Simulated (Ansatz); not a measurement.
Worked example: relaxation of the atoms of BaLiF3 (P4mm, 5 atoms in the cell) in Ansatz (a quantum-chemistry and plane-wave program).

Level of theory: LDA (PW92), default PAW files made with PBE (plane waves; Ansatz).

The change in words: one atom moved by 0.15 angstrom; relax: default → atoms; relax.f_tol: default → 0.02 eV/Å. Reference geometry:
```xyz
5
Lattice="3.9766 0.0000 0.0000 0.0000 3.9766 0.0000 0.0000 0.0000 3.9766" Properties=species:S:1:pos:R:3 pbc="T T T"
Ba     0.0000     0.0000     0.0000
Li     1.9883     1.9883     1.9883
F      0.0000     1.9883     1.9883
F      1.9883     0.0000     1.9883
F      1.9883     1.9883     0.0000
```

Reference input (self-consistent single point, DFT, LDA (PW92), plane waves, default PAW files made with PBE): basis.ecutwfc = 420 eV; kpoints.mp_grid.grid = 6 6 6; hamiltonian.xc = lda; hamiltonian.pseudopotentials = {kind: paw} (the program's default PAW files); scf.occupations.method = fixed. This run's input differs from it in these lines:

```diff
@@ -7,3 +7,3 @@
   atoms:
-    - { symbol: Ba, position: [0.00000000, 0.00000000, 0.00000000] }
+    - { symbol: Ba, position: [0.00000000, 0.00000000, 0.03772100] }
     - { symbol: Li, position: [0.50000000, 0.50000000, 0.50000000] }
@@ -24,2 +24,4 @@
     method: fixed
+relax:
+  f_tol: 0.02
 output:
```

Output (repeated stretches shortened):

```
   [... SCF lines of the steps left out ...]
relax step   1: F+E_penalty+E_count = -8372.07680390 eV  Δ(F+E_penalty+E_count) = +0.000e0 eV  max|allowed force component| = 3.683e-1 eV/Å  Δτ_max = 0.0000 Å  (6 SCF iters, dr2 threshold 1.00e-5 eV, accepted)
relax step   2: F+E_penalty+E_count = -8372.09193717 eV  Δ(F+E_penalty+E_count) = -1.513e-2 eV  max|allowed force component| = 2.492e-1 eV/Å  Δτ_max = 0.1502 Å  (6 SCF iters, dr2 threshold 8.48e-6 eV, accepted)
relax step   3: F+E_penalty+E_count = -8372.10357513 eV  Δ(F+E_penalty+E_count) = -1.164e-2 eV  max|allowed force component| = 5.317e-3 eV/Å  Δτ_max = 0.0357 Å  (5 SCF iters, dr2 threshold 3.88e-6 eV, accepted)
relax step   4: F+E_penalty+E_count = -8372.10357516 eV  Δ(F+E_penalty+E_count) = -3.107e-8 eV  max|allowed force component| = 5.109e-3 eV/Å  Δτ_max = 0.0000 Å  (3 SCF iters, accepted)
the relaxation is at rest under the 8 symmetry operations that the run kept from its start: a minimum is not shown …
Stability not checked: this state was not tested for a lower state beside it, because too few of the mixer's solves of this state at the end of the SCF gave a …
Free energy (F): -8372.103575 eV
Internal energy: -8372.103575 eV  (E = F + TS)
E sigma→0 (E₀):  -8372.103575 eV
Fermi energy:    4.597930 eV
--- Forces (eV/Å), atoms counted from 1 ---
  atom   1  Ba     0.00000000     0.00000000     0.00510585
  atom   2  Li     0.00000000     0.00000000    -0.00469065
   [... lines left out ...]
    - { symbol: Ba, position: [1.5691774509204673e-33, 0.0, 0.007159399758025303] }
    - { symbol: Li, position: [0.49999999999999994, 0.49999999999999994, 0.5078033770407318] }
    - { symbol: F, position: [-1.239843911838394e-33, 0.49999999999999994, 0.5075615606102455] }
    - { symbol: F, position: [0.49999999999999994, 0.0, 0.5075615606102455] }
    - { symbol: F, position: [0.49999999999999994, 0.49999999999999994, 0.007635101980751925] }
```

The run converged. 

Summary of the result:
* **Free energy E − TS (on the zero of these files)**: -8372.1036 eV
* **Top of the valence band (on the code's own zero)**: 4.60 eV
* **Gap on the k-point mesh**: 6.58 eV
* **Pressure**: -5.39 GPa
* **Largest force (vector length)**: 0.005 eV/Å
* **Relaxation steps**: 4

The starting cell comes from a database of computed structures (which also holds hypothetical and non-ambient phases and stackings), without a prior relaxation at this level. Its lattice was rescaled by up to half a per cent. For this run, on top of that: one atom moved by 0.15 angstrom. The relaxation keeps the symmetry of its start, so its end need not be a minimum. Ansatz's pressure includes its estimate of the finite-basis (Pulay) stress. Without the estimate this run gives -6.18 GPa.

Keys are those of Ansatz 0.2.
